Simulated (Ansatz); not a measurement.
For CaO (model structure, F-43m, No. 216, 2 atoms in the cell), PBEsol (plane waves, PAW; Ansatz, a first-principles code) gives:

| Item | Result |
|---|---|
| lattice constant a | 5.180 Å |
| cohesive energy | 5.57 eV/atom |
| band gap | 3.27 eV |

### Question
What does r²SCAN+rVV10 (Ansatz, PAW) give for the same quantities?

### Answer

- lattice constant a: 5.198 Å (grows by 0.3 %)
- cohesive energy: 5.53 eV/atom (decreases by 0.04 eV/atom)
- band gap: 3.70 eV (increases by 0.43 eV)

Changes are worked out from the printed values.

Unless a cell is named, each level is at its own relaxed cell (PBEsol 17.37, r²SCAN+rVV10 17.56 Å³/atom).

Density-functional gaps are differences of (generalised) Kohn–Sham levels.

Ansatz's density-functional and Hartree–Fock values are scalar-relativistic unless marked +SOC, with PAW data made under PBE.

A model structure was made by putting elements into a prototype or built by hand; it is no filed structure, need not be a known phase, and can be a saddle point held by its symmetry.
